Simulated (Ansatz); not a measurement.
For SiO2 (model structure, started from the alpha cristobalite type, P4₁2₁2, No. 92, 12 atoms in the cell), LDA in Ansatz (PAW) gives:

| Quantity | Result |
|---|---|
| lattice constant a | 4.945 Å |
| c axis length | 6.870 Å |
| cohesive energy | 7.42 eV/atom |
| band gap | 5.55 eV |

**Question.** What does r²SCAN (Ansatz, a program for electronic structure, plane waves, PAW) give for the same quantities?

**Answer.** 
- lattice constant a: 4.979 Å (rises by 0.7 %)
- lattice parameter c: 6.915 Å (goes up by 0.7 %)
- cohesive energy: 6.47 eV/atom (drops by 0.95 eV/atom)
- band gap: 6.35 eV (increases by 0.80 eV)

Changes are worked out from the printed values.

Unless a cell is named, each level is at its own relaxed cell (LDA 14.00, r²SCAN 14.29 Å³/atom).

Density-functional gaps are differences of (generalised) Kohn–Sham levels.

Ansatz's density-functional and Hartree–Fock values are scalar-relativistic unless marked +SOC, with PAW data made under PBE.

A model structure was made by putting elements into a prototype or built by hand; here it ended with the formula and space group of a phase in our tables.
